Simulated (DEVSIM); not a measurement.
Device: Si p-i-n diode, at 300 K.

```
layer (left to right)  material  thickness (μm)  Nd (cm⁻³)  Na (cm⁻³)  τn (s)  τp (s)
---------------------  --------  --------------  ---------  ---------  ------  ------
1                            Si           0.920          -     2.3e18  2.6e-6  2.6e-6
2                            Si            45.0     1.1e11          -  2.6e-6  2.6e-6
3                            Si            1.00     6.2e17          -  2.6e-6  2.6e-6
```

Left contact: ohmic. Right contact: ohmic. Voltage is applied to the left contact. Recombination: SRH at mid-gap. Mobility is constant in doping.

This is a model device: material constants are rounded textbook-type values typed into the input, and sizes, dopings and lifetimes were drawn at random. Values at 300 K.

```
parameter           Si
-------------  -------
gap (eV)         1.124
affinity (eV)     4.05
permittivity      11.7
Nc (cm⁻³)      2.86e19
Nv (cm⁻³)       3.1e19
μn (cm²/Vs)       1417
μp (cm²/Vs)        470
```

DEVSIM, 1D drift-diffusion, Boltzmann statistics, complete ionisation; no tunnelling, impact ionisation, image-force lowering or self-heating.

Task: Tabulate band edges, carrier densities and field at 0.9 V on the left contact.

Result: Energies count from the Fermi level of the right contact; mesh points crowd at the junctions.

```tsv
x (μm)	Ec (eV)	Ev (eV)	n (cm⁻³)	p (cm⁻³)	field (V/cm)
0.000	0.157	-0.967	< 1e2	2.3e18	≈ 0
0.04951	0.157	-0.967	2.3e14	2.3e18	≈ 0
0.1956	0.157	-0.967	9.0e14	2.3e18	≈ 0
0.5891	0.157	-0.967	2.7e15	2.3e18	≈ 0
0.8601	0.157	-0.967	4.0e15	2.3e18	≈ 0
0.9165	0.149	-0.975	5.6e15	1.7e18	-27000
0.9599	0.076	-1.048	9.6e16	1.0e17	-730
1.197	0.076	-1.048	9.8e16	9.8e16	15
1.839	0.077	-1.047	9.8e16	9.8e16	15
3.850	0.080	-1.044	9.6e16	9.6e16	15
10.53	0.090	-1.034	8.9e16	8.9e16	16
34.21	0.133	-0.991	7.0e16	7.0e16	20
42.20	0.150	-0.974	6.4e16	6.4e16	22
44.75	0.156	-0.968	6.2e16	6.2e16	23
45.69	0.158	-0.966	6.2e16	6.2e16	23
45.86	0.158	-0.966	6.2e16	6.1e16	-230
45.92	0.125	-0.999	2.3e17	1.7e16	-31000
45.97	0.099	-1.025	6.3e17	5.8e15	≈ 0
46.20	0.099	-1.025	6.2e17	4.4e15	≈ 0
46.63	0.099	-1.025	6.2e17	1.8e15	≈ 0
46.84	0.099	-1.025	6.2e17	5.0e14	≈ 0
46.92	0.099	-1.025	6.2e17	190	≈ 0
```
